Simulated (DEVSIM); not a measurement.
System: abrupt Si p-n junction, at 300 K.

| layer (left to right) | material | thickness (μm) | Nd (cm⁻³) | Na (cm⁻³) | τn (s) | τp (s) |
|---|---|---|---|---|---|---|
| 1 | Si | 73.0 | - | 4.5e17 | 0.0004 | 0.0004 |
| 2 | Si | 290 | 3.8e16 | - | 0.0004 | 0.0004 |

Left contact: ohmic. Right contact: ohmic. Voltage is applied to the left contact. Recombination: SRH at mid-gap, Auger. Mobility is μmin + (μ − μmin)/(1 + (N/Nref)^α).

This is a model device: material constants are rounded textbook-type values typed into the input, and sizes, dopings and lifetimes were drawn at random. Values at 300 K.

```csv
parameter,Si
gap (eV),1.124
affinity (eV),4.05
permittivity,11.7
Nc (cm⁻³),2.86e19
Nv (cm⁻³),3.1e19
μn (cm²/Vs),1417
μp (cm²/Vs),470
"μn,min",52
"μp,min",45
"Nref,n",9.7e16
"Nref,p",2.2e17
αn,0.68
αp,0.72
Cn (cm⁶/s),2.8e-31
Cp (cm⁶/s),9.9e-32
```

Simulated with DEVSIM: 1D drift-diffusion, Boltzmann statistics, complete ionisation; no tunnelling, impact ionisation, image-force lowering or self-heating.

The thickness of layer 1 was swept, all else fixed.

```csv
thickness of layer 1 (μm),dark forward voltage at 100 A/cm² (V),dark forward voltage at 1 A/cm² (V)
15,0.982,0.738
26,0.979,0.745
44,0.981,0.751
73,0.989,0.756
120,1.005,0.759
220,1.047,0.762
360,1.112,0.764
```

From the first row to the last the dark forward voltage at 100 A/cm² goes from 0.982 to 1.112. From the first row to the last the dark forward voltage at 1 A/cm² goes from 0.738 to 0.764.
